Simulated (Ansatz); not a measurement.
Consider the following.

End structure of the (10-13) surface of hcp Lu in its 1x1 cell, outermost plane spacing 0.26 Å in the ideal cut (one of several cuts of this face):

```xyz
14
Lattice="3.5068 0.0000 0.0000 -1.7534 10.6236 0.0000 0.0000 0.0000 26.0000" Properties=species:S:1:pos:R:3 pbc="T T T"
Lu     0.0000     5.7536     8.2965
Lu     0.0000    10.1578     8.5338
Lu     1.7534     2.9782     9.6354
Lu     1.7534     7.8272    10.1843
Lu     0.0000     0.3740    11.2361
Lu     0.0000     5.2248    11.5527
Lu     0.0000     8.4210    12.9607
Lu     1.7534     2.6136    13.0393
Lu     1.7534     5.8098    14.4473
Lu     0.0000     0.0370    14.7639
Lu     0.0000     3.2074    15.8157
Lu     0.0000     8.0565    16.3646
Lu     1.7534     0.8768    17.4662
Lu     1.7534     5.2811    17.7035
```

Set-up: 14 atoms, 9.6 Å thick at the start (thin: gaps and levels are the slab's own); mesh 11x4x1; 0.1 eV smearing; dipole correction on; all atoms relaxed; held to the part of the start's symmetry that mesh and held atoms allow; no spin, no spin-orbit, no U.

Task: What is the computed work function of the top face (PBE (Ansatz, an electronic-structure program))?

Result: 3.04 eV

Task: Give the surface energy (mean of both faces) at the level PBE.

Result: 1.19 J/m^2
